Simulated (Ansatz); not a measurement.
## Cubic perovskite CsHgCl₃

These are r²SCAN+SOC (plane waves, PAW; Ansatz, a quantum-chemistry and plane-wave program) values and carry that method's errors.

Run with plane-wave cutoff 560 eV, 10×10×10 k mesh, Fermi–Dirac smearing 0.05 eV, PAW data made under PBE.

Cell (relaxed at this level):

```yaml
crystal:
  lattice:
    - [5.31782, 0.00000, 0.00000]
    - [0.00000, 5.31782, 0.00000]
    - [0.00000, 0.00000, 5.31782]
  atoms:
    - { symbol: Cs, position: [0.00000, 0.00000, 0.00000] }
    - { symbol: Hg, position: [0.50000, 0.50000, 0.50000] }
    - { symbol: Cl, position: [0.50000, 0.00000, 0.50000] }
    - { symbol: Cl, position: [0.00000, 0.50000, 0.50000] }
    - { symbol: Cl, position: [0.50000, 0.50000, 0.00000] }
```

```yaml
bulk_modulus: 34.3 GPa
band_gap: none
pressure derivative B′ of the bulk modulus: 5.1
```

Note: the relaxation could not lower the start's symmetry, so the cell can be a saddle point above a distorted one; the volume lies 7 % below that of the published cell.

Static lattice: no zero-point or thermal effects.

It cost very roughly 70 core-minutes of CPU time.
